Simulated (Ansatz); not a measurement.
A thermal frame of Mg(001) slab, cut from hcp Mg, cell Mg36, with vacuum along z. All values below come from PBE (plane waves, PAW; Ansatz, a first-principles code).

```json
{
  "plane_wave_cutoff": "420 eV",
  "k-points": "2x2x1 mesh shifted by half a step in the plane",
  "spin": "not polarised; no spin-orbit coupling"
}
```

A check of the k-sampling: on the last frame of the same run a denser mesh moved the PBE forces by 0.037 eV/Å rms and the free energy by 9 meV/atom.

```xyz
36
Lattice="9.7207 0.0000 0.0000 -4.8603 8.4183 0.0000 0.0000 0.0000 19.8687" Properties=species:S:1:pos:R:3:forces:R:3 pbc="T T T"
Mg    0.3746    2.0865    6.1448  -0.138  -0.081   0.212
Mg    2.2042    1.0372    9.0413  -0.313  -0.389  -0.074
Mg    0.7236    1.9574   11.7712  -0.236  -0.538  -0.131
Mg    2.2255    0.9911   14.4779  -0.147  -0.003  -0.254
Mg   -1.2501    5.1317    6.3184   0.023  -0.573   0.023
Mg    0.3331    3.6414    8.8719   0.421   0.052   0.208
Mg   -1.0719    4.5110   11.7020  -0.069   0.191  -0.119
Mg    0.4539    3.9596   14.3019   0.001  -0.471   0.091
Mg   -2.7362    7.7089    6.3146  -0.536  -0.122   0.163
Mg   -1.0335    6.4004    9.0888  -0.120   0.187  -0.037
Mg   -2.6336    7.4267   11.6247  -0.050   0.058  -0.063
Mg   -1.2229    6.7597   14.5807   0.117  -0.403  -0.287
Mg    3.5489    1.8586    6.1835  -0.032   0.667   0.060
Mg    5.3424    0.8629    9.0791   0.288  -0.104  -0.017
Mg    4.0791    1.7478   11.5420  -0.818  -0.169   0.133
Mg    5.4846    0.7607   13.9493   0.024   0.054   0.482
Mg    1.8484    4.8816    6.5335   0.317  -0.002  -0.109
Mg    3.8627    3.4564    8.8733  -0.076   0.674  -0.093
Mg    2.1571    4.4371   11.6387   0.341   0.423  -0.348
Mg    3.9153    3.5389   14.0586  -0.100   0.209   0.111
Mg    0.2850    7.8880    6.5486   0.215  -0.681  -0.210
Mg    2.4281    6.6365    9.0210  -0.773  -0.479  -0.297
Mg    0.4678    7.1773   11.6346   0.104   0.180  -0.118
Mg    2.0649    6.3242   14.0732   0.339   0.456   0.119
Mg    6.6927    2.0909    6.1458   0.182   0.180   0.176
Mg    8.4852    0.9210    9.0603   0.542   0.035  -0.338
Mg    7.0936    1.8398   11.6682   0.315  -0.247  -0.088
Mg    8.6914    1.1144   14.2469   0.069  -0.326  -0.060
Mg    5.3535    4.8945    6.2138  -0.269   0.002   0.172
Mg    7.1076    3.5189    9.0047  -0.280   0.440  -0.299
Mg    5.5883    4.2596   11.4321  -0.359   0.883   0.231
Mg    7.0556    3.6930   14.3816  -0.153   0.141  -0.134
Mg    3.3014    7.8695    6.2011   0.469  -0.317   0.128
Mg    5.4003    6.3807    9.0355   0.264   0.192  -0.105
Mg    3.6202    7.5513   11.4375   0.388  -0.153   0.673
Mg    5.2927    6.4104   13.8250   0.050   0.032   0.205
```

### Question
At which temperature was this frame sampled?
A) 1360 K
B) 800 K
C) 2310 K
D) 470 K

### Answer
D, 470 K. The rms force component is 0.31 eV/Å.
